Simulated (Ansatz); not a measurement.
Base system: MgS in the rock salt structure (space group Fm-3m, No. 225; a = 5.182 Å).

Modification: a hydrostatic pressure of 3 GPa.

Levels (all Ansatz, a program for electronic structure, PAW): PBEsol (420 eV, scalar-relativistic without spin-orbit coupling); r2SCAN (500 eV, spin-orbit coupling left out); HSE06 (420 eV, scalar-relativistic without spin-orbit coupling).

At the geometry relaxed with PBEsol, these levels gave the following band gaps, in shuffled order: (a) 2.80 eV, (b) 3.56 eV, (c) 3.92 eV.

Match each gap to its level.

(a) PBEsol; (b) r2SCAN; (c) HSE06.

Single points use the geometry relaxed with PBEsol. HSE06 was sampled on its mesh, a few special points and the semilocal edge points, so its gap is an upper bound. Load acts through the strain it causes; cell and atoms are relaxed under it. Whether these cells are dynamically stable was not tested.
